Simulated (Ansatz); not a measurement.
NiO, magnetic orders

The parent structure is NiO in the rock salt structure (space group Fm-3m, No. 225; a = 4.2042 Å; ferromagnetic).

Each order is relaxed in cell and atoms; arrows give the starting signs on the magnetic atoms.

Method: PBEsol+U (U_eff on d states: Ni 6.20 eV) in Ansatz (plane waves to 420 eV, PAW, without spin-orbit coupling).

Notes on the quantities. energy relative to the base: σ→0; to 0.01 eV only: unlike meshes or grids.

| case | energy relative to the base | volume per atom | band gap |
|---|---|---|---|
| base | 0 meV/atom | 9.29 Å³ | 1.93 eV |
| ↑↓ start, q = (0, 0, 1/2), 4 atoms | -54 meV/atom | 9.16 Å³ | 2.98 eV |
| non-magnetic | +0.88 eV/atom | 8.56 Å³ | zero |
| ↑↓ start, q = (0, 1/2, 1/2), 4 atoms | +6 meV/atom | 9.30 Å³ | 2.00 eV |

Other magnetic orders, which the real material may have, were not ruled out. No phonon test of stability was made. A gap here joins edges of opposite spin (a spin-flip gap). Spin-polarised in the final run: ↑↓ start, q = (0, 0, 1/2), 4 atoms, base and ↑↓ start, q = (0, 1/2, 1/2), 4 atoms; the other runs are not. In its common phase, real NiO is an antiferromagnetic insulator at low temperature. The U values are a database's picks, fitted on other projectors than the ortho-atomic ones used here.

Ansatz is a first-principles code.
